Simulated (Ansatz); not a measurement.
**Pressure series in Ge**

Take Ge in the diamond structure (space group Fd-3m, No. 227) as the base.

```xyz
2
Lattice="0.0000 2.8381 2.8381 2.8381 0.0000 2.8381 2.8381 2.8381 0.0000" Properties=species:S:1:pos:R:3 pbc="T T T"
Ge     2.8381     2.8381     2.8381
Ge     4.2571     4.2571     4.2571
```

Cell and atoms are relaxed at each pressure.

Levels (all Ansatz, a quantum-chemistry and plane-wave program, PAW): PBEsol (420 eV, spin-orbit coupling left out); r2SCAN (500 eV, without spin-orbit coupling).

Band gaps by level, all at the geometries relaxed with PBEsol:

```csv
case,PBEsol,r2SCAN
base,zero,0.35 eV
pressure −2 GPa,zero,zero
pressure −1 GPa,zero,0.20 eV
pressure 0.7 GPa,zero,0.45 eV
pressure 1.5 GPa,0.09 eV,0.51 eV
pressure 5 GPa,0.29 eV,0.65 eV
pressure 7.5 GPa,0.36 eV,0.67 eV
pressure 10 GPa,0.32 eV,0.63 eV
```

Single points use the geometry relaxed with PBEsol. Load acts through the strain it causes; cell and atoms are relaxed under it. Stability against distortions was not tested. Tetrahedral semiconductors of this kind turn to denser phases somewhere between about 1 and 50 GPa; those were not computed, so compressed cells here can lie past the real transition. Gaps under 0.05 eV, about the width of the smearing, are given as zero. A zero or small gap of Ge can be the functional's error rather than a property of the material.
